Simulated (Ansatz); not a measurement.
Start from BN in the h-BN type structure (space group P6_3/mmc, No. 194; a = 2.500 Å, c = 6.525 Å; layered, stacked along the Cartesian z axis).

Calculations: r2SCAN+rVV10 in Ansatz (plane waves to 500 eV, PAW, scalar-relativistic without spin-orbit coupling), earlier PAW set.

Base values:

| Property | Result |
|---|---|
| c/a ratio | 2.610 |
| Lattice parameter a | 2.500 Å |

It is then changed as follows: hydrostatic tension (pressure −1 GPa).

Q: How does this affect the c/a ratio and lattice parameter a?

A: The c/a ratio rises by 0.083 (2.610 → 2.693); the lattice parameter a rises by 0.002 Å to 2.502 Å.

Load acts through the strain it causes; cell and atoms are relaxed under it. Whether these cells are dynamically stable was not tested.

Ansatz is a program for electronic structure.
